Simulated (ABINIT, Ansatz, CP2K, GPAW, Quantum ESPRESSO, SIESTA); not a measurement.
## GaIr (Pm-3m, 2 atoms in the cell) computed with different codes at matched settings

Self-consistent single point.

```yaml
crystal:
  lattice:
    - [3.02850, 0.00000, 0.00000]
    - [0.00000, 3.02850, 0.00000]
    - [0.00000, 0.00000, 3.02850]
  atoms:
    - { symbol: Ga, position: [0.00000, 0.00000, 0.00000] }
    - { symbol: Ir, position: [0.50000, 0.50000, 0.50000] }
```

All programs got the same cell, k-point mesh and kind of occupations (in Ansatz's words: kpoints.mp_grid.grid = 9 9 9; scf.occupations.method = gaussian; scf.occupations.width = 0.0073 Ry); potentials, basis and cutoffs are each program's usual ones.

```
code                                                                                                                                      model  pressure (GPa)  k-points       cutoff
----------------  -----------------------------------------------------------------------------------------------------------------------------  --------------  --------  -----------
SIESTA            GGA PBEsol, numerical atomic orbitals DZP, PseudoDojo PBEsol standard norm-conserving potentials (rewritten from UPF to PSML)           -0.37       365  grid 300 Ry
Ansatz                                                                                                          PBEsol, PAW files made with PBE           -2.12        35      30.9 Ry
ABINIT                                                           PBEsol, norm-conserving pseudopotentials (PseudoDojo nc-sr-04 PBEsol standard)           -1.90        35        40 Ha
Quantum ESPRESSO                                                          PBEsol, PseudoDojo standard norm-conserving (PBESOL) pseudopotentials           -1.90        35        80 Ry
GPAW                                                                                      PBEsol, GPAW PAW datasets PBEsol (made by gpaw-setup)           -1.09        35       550 eV
CP2K                                                                 PBEsol, GPW, DZVP-MOLOPT-SR-GTH basis, GTH-PBE potentials (GTH_POTENTIALS)           -0.21       365  grid 600 Ry
```

The spread over the programs that give each value: pressure within 1.91 GPa.

The starting cell comes from a database of computed structures (which also holds hypothetical and non-ambient phases and stackings), without a prior relaxation at this level. On Ansatz's run: Spin-orbit coupling is off. Spin polarisation is off.

Question: Why do the programs differ, and what cannot be compared?

Answer: Differences of this kind can come from the potentials, where these differ, and from what each basis and cutoff leave unconverged. The valence holds different numbers of electrons (SIESTA 30, Ansatz (a program for electronic structure) 30, ABINIT 30, Quantum ESPRESSO 30, GPAW 18, CP2K 30). The zero of total energies and Fermi levels follows the potentials and each program's conventions, so they are not compared here. SIESTA and CP2K use small atom-centred bases, whose incompleteness enters pressures, forces and empty levels differently from a plane-wave cutoff. Ansatz's pressure is given at a fixed set of plane waves, as the other plane-wave codes print theirs; with its correction for the finite basis it is -2.05 GPa. Ansatz's smearing width was typed in Ry to four decimals, so it matches the others to a few per cent. The programs reduce the same mesh by symmetry to different extents, which changes the work and not the result. In the pressure, SIESTA (by 1.53) and CP2K (by 1.69) lie more than 1 GPa from the median of the plane-wave programs.

Left out of this page: Elk and FLEUR (not drawn, or without a comparable value).

Keys are those of Ansatz 0.2.
